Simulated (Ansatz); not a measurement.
Consider a periodic stack without vacuum, fcc Cu (0 0 1) on tetragonal HfO2 (0 0 1) (film strained to the substrate, faces as cut): substrate slab Hf5O12, film Cu12, surface cells [[0, 1], [-1, 0]] and [[0, -1], [2, 1]], film strained by -0.7 and -0.7 %, faces O/O and Cu/Cu as cut (like faces can put a slab off its formula). Its start:

```xyz
29
Lattice="3.6044 0.0000 0.0330 0.0000 3.6044 -0.0115 -1.2436 0.8128 26.5749" Properties=species:S:1:pos:R:3 pbc="T T T"
Hf     2.5656     1.7824     2.6514
Hf    -0.0542     3.5920     5.3873
O      0.7237     1.7820     1.7084
O      0.2209     1.7879     4.4299
O      2.5898     3.6054    -0.5151
O      2.3162     3.5870     3.5089
Hf     1.7250     1.6963     8.0503
Hf     0.0932     3.4948    10.6809
O     -0.0430     1.7876     7.0176
O      0.1558     1.7183     9.6754
O      1.7635     3.6236     6.3098
O      1.9159     3.5109     8.9726
Hf     1.8686     1.9234    13.3394
O      0.1047     2.0037    12.3505
O      0.6870     1.8770    15.1585
O      1.8914     3.7459    11.6112
O      2.2740     3.7248    14.2061
Cu     1.4807     2.5836    18.1745
Cu    -0.3348     0.7639    18.1835
Cu    -0.3973     2.5942    16.4587
Cu     1.5609     0.5993    16.1867
Cu     1.4296     2.6009    21.8273
Cu    -0.3729     0.7969    21.8136
Cu    -0.3459     2.5864    19.9860
Cu     1.4527     0.7897    20.0192
Cu     1.3478     2.6149    25.6254
Cu    -0.4503     0.8130    25.6777
Cu    -0.4014     2.6079    23.6414
Cu     1.4062     0.8059    23.5853
```

The start was prepared with a machine-learned potential, and the result is one local minimum, with the in-plane cell held and forces under 0.04 eV/Å; the film can end far from its bulk form.

Calculation: PBE (plane waves to 420 eV, PAW; Ansatz, a program for electronic structure). Spin–orbit coupling is left out; the runs are not spin-polarised; PBE gaps are too small against experiment. Its k-point mesh 9×9×1, Fermi–Dirac width 0.05 eV.

Predict the relaxed interface.


- interface area = 13.0 Å²
- period = 26.36 Å
- gaps between the outermost planes at the two interfaces = 0.59 and 0.59 Å
- Cu–O contacts across the interfaces within 1.22 times the sum of covalent radii = 10, mean 2.06 Å
- Cu–Hf contacts across the interfaces within 1.22 times the sum of covalent radii = 6, mean 3.42 Å
